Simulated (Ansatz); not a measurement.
All values below come from PBE (plane waves to 420 eV, PAW; Ansatz, a first-principles code).

Electrostatic potential energy of an electron, averaged over planes parallel to the surface, in eV from the Fermi level, for H2O on the 1x1 (0001) surface of hcp Ti, one in a 2x2 cell, started at the site 'hollow Ti-Ti-Ti':

(z (Å), V (eV)): (5.20, 4.38); (5.49, 4.38); (5.78, 4.37); (6.07, 4.36); (6.36, 4.35); (6.64, 4.31); (6.93, 4.24); (7.22, 4.11); (7.51, 3.87); (7.80, 3.42); (8.09, 2.60); (8.38, 1.17); (8.67, -1.41); (8.96, -6.22); (9.24, -10.77); (9.53, -12.79); (9.82, -12.00); (10.11, -8.56); (10.40, -3.77); (10.69, -1.41); (10.98, -3.47); (11.27, -8.20); (11.56, -11.75); (11.84, -12.61); (12.13, -10.59); (12.42, -6.01); (12.71, -1.37); (13.00, 0.07); (13.29, -1.43); (13.58, -6.02); (13.87, -10.55); (14.16, -12.56); (14.44, -11.69); (14.73, -8.13); (15.02, -3.42); (15.31, -1.30); (15.60, -3.35); (15.89, -7.96); (16.18, -11.61); (16.47, -12.68); (16.76, -10.97); (17.04, -6.76); (17.33, -2.08); (17.62, 0.32); (17.91, 0.54); (18.20, 0.30); (18.49, 0.22); (18.78, 0.23); (19.07, 1.48); (19.36, 2.31); (19.64, 2.60); (19.93, 2.73); (20.22, 2.81); (20.51, 2.85); (20.80, 2.87); (21.09, 2.88); (21.38, 2.89); (21.67, 2.90); (21.96, 2.90); (22.24, 2.90); (22.53, 2.90); (22.82, 2.90); (23.11, 2.90)

Slab: 19 atoms, 6.8 Å thick at the start under the adsorbate (thin: gaps and levels are the slab's own); k 6x6x1, smearing 0.1 eV, dipole-corrected; 8 atoms held, the rest relaxed; no symmetry held; no spin, no spin-orbit, no U, no dispersion correction. At the end it is bonded to 2 Ti. In PBE it is, or lies within 0.03 eV of, the lowest of the starts that converged.

**Question.** The surface cell has an area of 29.91 Å². What dipole along the normal does the step between the two vacuum levels imply?

**Answer.** the top vacuum level lies 1.48 eV below the bottom one; p = −ε₀ A ΔV (ε₀ = 0.005526 e/(V·Å)) gives 0.25 e·Å a cell.
